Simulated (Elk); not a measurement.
Input and output of a self-consistent single point for Ir (Fm-3m, 1 atom in the cell) (Elk).

Level of theory: PBE, all-electron FP-LAPW, Elk's shipped species files, APW+lo basis with extra local orbitals (Elk).

```yaml
crystal:
  lattice:
    - [0.00000, 1.91040, 1.91040]
    - [1.91040, 0.00000, 1.91040]
    - [1.91040, 1.91040, 0.00000]
  atoms:
    - { symbol: Ir, position: [0.00000, 0.00000, 0.00000] }
```

Reference input (self-consistent single point, DFT, PBE, all-electron FP-LAPW, Elk's shipped species files, APW+lo basis with extra local orbitals): xctype = 20; rgkmax = 8; swidth = 0.00367493 Ha; ngridk = 15 15 15; gmaxvr = 14 1/bohr; nxlo = 2; lorbcnd = true; rmtscf = 0.86; lmaxi = 3; maxscl = 100. This run's input differs from it in these lines:

```diff
@@ -27,2 +27,8 @@
 
+epspot
+  3.7e-16
+
+epsengy
+  3.7e-14
+
 maxscl
```

Output, abridged:

```
│ Self-consistent loop started │
│ Loop number : 1 │
 total energy                :     -17863.0552423
│ Loop number : 2 │
 total energy                :     -17863.2211138
RMS change in Kohn-Sham potential (target) :   0.1410550600     (  0.3700000000E-15)
Absolute change in total energy (target)   :   0.1658715498     (  0.3700000000E-13)
│ Loop number : 3 │
 total energy                :     -17863.2339157
RMS change in Kohn-Sham potential (target) :   0.1382316853     (  0.3700000000E-15)
Absolute change in total energy (target)   :   0.5426981172E-01 (  0.3700000000E-13)
│ Loop number : 4 │
   [... lines left out ...]
Absolute change in total energy (target)   :   0.2865272108E-07 (  0.3700000000E-13)
│ Loop number : 98 │
 total energy                :     -17858.2589340
RMS change in Kohn-Sham potential (target) :   0.5299834551E-08 (  0.3700000000E-15)
Absolute change in total energy (target)   :   0.3742752597E-07 (  0.3700000000E-13)
│ Loop number : 99 │
 total energy                :     -17858.2589338
RMS change in Kohn-Sham potential (target) :   0.5205704305E-08 (  0.3700000000E-15)
Absolute change in total energy (target)   :   0.1407242962E-06 (  0.3700000000E-13)
│ Loop number : 100 │
Reached self-consistent loops maximum

Energies :
 Fermi                       :     0.575456789534
 total energy                :     -17858.2589339

Density of states at Fermi energy :    21.89555344
 (states/Hartree/unit cell)

Estimated indirect band gap :   0.6042263271E-03
 from k-point     58 to k-point    100
Estimated direct band gap   :   0.2925977334E-01
 at k-point     26

Charges :
 core                        :    48.00000000
 valence                     :    29.00000000
 interstitial                :    1.799166679
 muffin-tins (core leakage)
  species :    1 (Ir)
   atom    1                 :    75.20083332     (  0.1781398262E-02)
 total in muffin-tins        :    75.20083332
 total calculated charge     :    76.99421478
 total charge                :    77.00000000
 error                       :   0.5785217792E-02

│ Self-consistent loop stopped │
```

The run ended unconverged after 100 iterations. 

The starting cell has typed, rounded lattice constants, without a prior relaxation at this level. Its lattice was rescaled by up to half a per cent. Spin-orbit coupling is off. Values depend on the basis (sphere radii, cutoffs, local orbitals), which need not be converged.

Cost on one core of a shared machine: roughly 2 min.
